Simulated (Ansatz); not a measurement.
```
CELL_PARAMETERS angstrom
      6.18586     0.00050    -0.05645
      0.00009     4.37406     0.05677
     -0.25680     1.09648    27.77968
ATOMIC_POSITIONS crystal
  C  0.90922 0.62669 0.07291
  C  0.24321 0.28504 0.07164
  C  0.57996 0.96790 0.07086
  C  0.99710 0.29633 0.07120
  C  0.32855 0.96154 0.07226
  C  0.66402 0.64058 0.07249
  C  0.23260 0.78612 0.02972
  C  0.56799 0.47986 0.03066
  C  0.92087 0.14456 0.02512
  C  0.34138 0.49108 0.03428
  C  0.65866 0.17005 0.02450
  C  0.98319 0.79901 0.02927
  C  0.58652 0.93388 0.16288
  C  0.91989 0.59943 0.16332
  C  0.25271 0.26479 0.16324
  C  0.66995 0.60079 0.16333
  C  0.00290 0.26592 0.16287
  C  0.33666 0.93240 0.16331
  C  0.91583 0.11339 0.11705
  C  0.24979 0.77958 0.11798
  C  0.58203 0.45049 0.11796
  C  0.99910 0.77980 0.11801
  C  0.33394 0.44783 0.11822
  C  0.66589 0.11819 0.11699
  C  0.26056 0.23571 0.25418
  C  0.59398 0.90261 0.25414
  C  0.92734 0.56914 0.25418
  C  0.34405 0.90251 0.25425
  C  0.67730 0.56929 0.25419
  C  0.01057 0.23583 0.25408
  C  0.59014 0.41810 0.20872
  C  0.92343 0.08413 0.20851
  C  0.25699 0.75074 0.20880
  C  0.67357 0.08493 0.20853
  C  0.00689 0.75071 0.20875
  C  0.34027 0.41766 0.20875
  C  0.93494 0.53861 0.34507
  C  0.26809 0.20591 0.34512
  C  0.60144 0.87188 0.34531
  C  0.01821 0.20551 0.34506
  C  0.35159 0.87263 0.34534
  C  0.68483 0.53859 0.34509
  C  0.26448 0.72073 0.29977
  C  0.59772 0.38741 0.29964
  C  0.93097 0.05378 0.29960
  C  0.34774 0.38750 0.29966
  C  0.68104 0.05404 0.29970
  C  0.01445 0.72056 0.29965
  C  0.60895 0.84008 0.43678
  C  0.94276 0.50686 0.43587
  C  0.27501 0.17774 0.43588
  C  0.69205 0.50710 0.43584
  C  0.02688 0.17524 0.43562
  C  0.35903 0.84484 0.43687
  C  0.93820 0.02227 0.39059
  C  0.27208 0.69114 0.39098
  C  0.60534 0.35699 0.39052
  C  0.02213 0.68991 0.39054
  C  0.35542 0.35834 0.39052
  C  0.68845 0.02319 0.39095
  C  0.27521 0.14870 0.52317
  C  0.62917 0.80985 0.52871
  C  0.94014 0.45447 0.52413
  C  0.36710 0.83505 0.52938
  C  0.69076 0.46700 0.52461
  C  0.04809 0.16233 0.51959
  C  0.60964 0.32386 0.48095
  C  0.94385 0.98141 0.48218
  C  0.28071 0.66378 0.48301
  C  0.69781 0.99241 0.48263
  C  0.02904 0.65833 0.48159
  C  0.36451 0.33747 0.48138
  C  0.74982 0.80513 0.58297
  C  0.29490 0.72029 0.58055
  C  0.52872 0.23864 0.64198
  C  0.02872 0.25620 0.63634
  C  0.28208 0.73510 0.69247
  C  0.78635 0.73047 0.69284
  C  0.03896 0.21400 0.74905
  C  0.53889 0.21468 0.74983
  C  0.79330 0.69652 0.80429
  C  0.29374 0.69551 0.80460
  C  0.54620 0.17860 0.86165
  C  0.05045 0.17470 0.86079
  C  0.30227 0.66255 0.91747
  C  0.80142 0.64856 0.91196
  C  0.03248 0.17544 0.97080
  C  0.57787 0.08945 0.97336
  Si 0.28211 0.99642 0.63486
  Si 0.77637 0.01133 0.63836
  Si 0.54289 0.47630 0.58669
  Si 0.01399 0.56401 0.58518
  Si 0.78925 0.96408 0.74867
  Si 0.28849 0.96521 0.74871
  Si 0.03573 0.48111 0.69325
  Si 0.53247 0.48663 0.69455
  Si 0.29966 0.92531 0.86052
  Si 0.79638 0.93181 0.85945
  Si 0.54312 0.44602 0.80554
  Si 0.04407 0.44567 0.80484
  Si 0.82479 0.84915 0.96726
  Si 0.29622 0.93614 0.96865
  Si 0.04971 0.41892 0.91540
  Si 0.55592 0.40167 0.91914
```

The first 72 atoms are the substrate (C-dia), the rest the film (SiC-3C).

Values marked by level come from PBE (plane waves to 420 eV, PAW; Ansatz, a quantum-chemistry and plane-wave program); HSE06 (plane waves to 420 eV, PAW; Ansatz). Geometries and values that name no level are of the first. Scalar-relativistic, without spin–orbit coupling; PBE gaps are too small against experiment. Its k-point mesh 4×5×1, Fermi–Dirac width 0.05 eV. HSE06 ran on meshes of its own (9×9×9, 4×4×5); its edges and gaps are taken over the mesh and over extra points off it, mostly where PBE has its edges.

Problem. Describe the bonding at the interfaces and give the band alignment.

Solution. A periodic stack without vacuum, 3C silicon carbide (1 1 0) on diamond (1 1 0) (film strained to the substrate, started from cuts of the bulks and a machine-learned relaxation; slabs C72 and C16Si16, which can lie off the formulas): substrate slab C72, film C16Si16, surface cells [[-1, 2], [-1, -1]] and [[0, 2], [-1, 0]], film strained by -0.1 and -0.1 %, outermost planes C/C and CSi/CSi as cut, which need not be the usual terminations and can put a slab off its formula.
interface area: 27.1 Å²
period: 27.76 Å
heights between the nearest atoms of the two slabs at the two interfaces: 1.42 and 1.42 Å
C–Si contacts across the interfaces within 1.22 times the sum of covalent radii: 6, mean 2.00 Å
C–C contacts across the interfaces within 1.22 times the sum of covalent radii: 4, mean 1.61 Å
PBE gap of the stack on the mesh, by band count: 0.86 eV
Fermi level over the substrate's valence edge (PBE): +0.98 eV
valence offset, film less substrate (PBE): -0.19 eV
conduction offset (PBE): -2.96 eV
valence offset, film less substrate (HSE06 edges on the PBE line-up): -0.18 eV
conduction offset (HSE06 edges on the PBE line-up): -3.23 eV
spin-polarised check at this geometry: falls back to no moment
levels of the stack inside the substrate's PBE gap at the listed points (of the film's bands or of the interfaces): 23
